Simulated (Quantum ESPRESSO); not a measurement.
# How a calculation on Zr3N2 (R-3c, 10 atoms in the cell) responds to its settings

```
CELL_PARAMETERS angstrom
      2.82512     1.63109     5.23597
     -2.82512     1.63109     5.23597
      0.00000    -3.26217     5.23597
ATOMIC_POSITIONS crystal
  Zr 0.42480 0.07520 0.75000
  Zr 0.57520 0.92480 0.25000
  Zr 0.75000 0.42480 0.07520
  Zr 0.25000 0.57520 0.92480
  Zr 0.07520 0.75000 0.42480
  Zr 0.92480 0.25000 0.57520
  N  0.33852 0.33852 0.33852
  N  0.66148 0.66148 0.66148
  N  0.16148 0.16148 0.16148
  N  0.83852 0.83852 0.83852
```

Base run A: PBEsol, GBRV 1.5 ultrasoft (PBESOL) pseudopotentials run with Quantum ESPRESSO, self-consistent single point.

Its settings: ecutwfc = 40 Ry; ecutrho = 320 Ry; occupations = smearing; smearing = fd; degauss = 0.0036749 Ry; potentials = {Zr: zr_pbesol_v1.uspp.F.UPF, N: n_pbesol_v1.2.uspp.F.UPF}; K_POINTS = automatic 4 4 4 0 0 0; conv_thr = 1e-10 Ry; mixing_beta = 0.4.

The starting cell comes from a database of computed structures (which also holds hypothetical and non-ambient phases and stackings), without a prior relaxation at this level. In the base run, with a pressure of about -5 GPa the cell is away from its equilibrium volume at this level.

ΔF is the free energy per atom less that of run A. 

```csv
run,mixing_ndim,ΔF (meV/atom),pressure (GPa),largest force (eV/Å),iterations
A,default,0.00,-5.46,0.112,14
B,2,0.00,-5.46,0.112,17
C,4,0.00,-5.46,0.112,13
D,6,0.00,-5.46,0.112,15
E,12,0.00,-5.46,0.112,14
F,16,0.00,-5.46,0.112,14
G,20,0.00,-5.46,0.112,14
```

Runs B, C, D, E, F, G reached the same state as A (within 1 meV/atom). The fewest iterations to that state were 13 (C); the most were 17.
